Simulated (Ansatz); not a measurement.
**Response to strain in AgCl**

The reference is AgCl in the rock salt structure (space group Fm-3m, No. 225).

```xyz
2
Lattice="0.0000 2.7237 2.7237 2.7237 0.0000 2.7237 2.7237 2.7237 0.0000" Properties=species:S:1:pos:R:3 pbc="T T T"
Ag     0.0000     0.0000     0.0000
Cl     2.7237     2.7237     2.7237
```

Cartesian axes are those of the cell as printed.

Strains are applied to the cell and any free atomic positions relax; under biaxial strain the out-of-plane vector relaxes too.

All numbers come from PBEsol (Ansatz, a program for electronic structure, PAW, without spin-orbit coupling).

Candidates:
(a) biaxial strain +2.50 %, plane normal [111], relaxed out of plane
(b) biaxial strain −1.25 %, plane normal [111], relaxed out of plane
(c) biaxial strain +0.42 %, plane normal [111], relaxed out of plane
(d) biaxial strain −2.08 %, plane normal [111], relaxed out of plane

Notes on the quantities. in-plane stress: mean in-plane stress (compression positive).

Q: Order them by in-plane stress, lowest first.

A: (a) biaxial strain +2.50 %, plane normal [111], relaxed out of plane (-0.6 GPa), (c) biaxial strain +0.42 %, plane normal [111], relaxed out of plane (-0.1 GPa), (b) biaxial strain −1.25 %, plane normal [111], relaxed out of plane (+0.3 GPa), (d) biaxial strain −2.08 %, plane normal [111], relaxed out of plane (+0.5 GPa)

Whether these cells are dynamically stable was not tested.
